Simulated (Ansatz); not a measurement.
**MgS: response to strain**

Take MgS in the rock salt structure (space group Fm-3m, No. 225) as the base.

```xyz
2
Lattice="0.0000 2.5646 2.5646 2.5646 0.0000 2.5646 2.5646 2.5646 0.0000" Properties=species:S:1:pos:R:3 pbc="T T T"
Mg     0.0000     0.0000     0.0000
S      2.5646     2.5646     2.5646
```

Cartesian axes are those of the cell as printed.

Strains are applied to the cell and any free atomic positions relax.

Computed with Kohn–Sham DFT with the LDA functional, run in Ansatz (a quantum-chemistry and plane-wave program) with PAW and 420 eV plane waves, no spin-orbit coupling.

Notes on the quantities. energy relative to the base: free energy F.

| uniaxial strain ε_zz (%) | energy relative to the base (meV/atom) |
|---|---|
| -3 | 8.7 |
| -2.5 | 5.9 |
| -2 | 3.7 |
| -1.5 | ? |
| -1 | 0.9 |
| -0.5 | 0.2 |
| 0 | 0.0 |

**Question.** Fit ΔE = Aε² + Bε³ (ε in %) to the rows shown and predict the withheld row.

**Answer.** Least squares on the printed values gives A = 0.842 and B = -0.041 meV/atom (largest residual 0.0 meV/atom); this predicts 2.0 meV/atom, and the run gives 2.1 meV/atom, in agreement.

Stability against distortions was not tested.
